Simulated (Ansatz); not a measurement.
The reference is GeSe (space group P6_3mc, No. 186; a = 4.7103 Å, c = 5.6848 Å; a hypothetical phase, not in the database extracts checked).

Now apply this change: an isotropic linear strain of +2.66 %, atoms relaxed at fixed cell.

Levels (all Ansatz, a first-principles code, PAW, earlier PAW set): PBEsol (420 eV, no spin-orbit coupling); HSE06 (420 eV, scalar-relativistic without spin-orbit coupling).

The geometry is relaxed with PBEsol.

| Item | Value |
|---|---|
| PBEsol lowest conduction level above the VBM at special points | Γ 0.98 eV; H 1.32 eV; L 1.37 eV |

How does going to HSE06 change the lowest conduction level above the VBM at special points?

The lowest conduction level above the VBM at special points goes from Γ 0.98 eV; H 1.32 eV; L 1.37 eV to Γ 1.40 eV; H 1.76 eV; L 1.84 eV.

Single points use the geometry relaxed with PBEsol. HSE06 gaps are upper bounds (no full band path). The levels and masses belong to the bands next to the band gap. Stability against distortions was not tested.
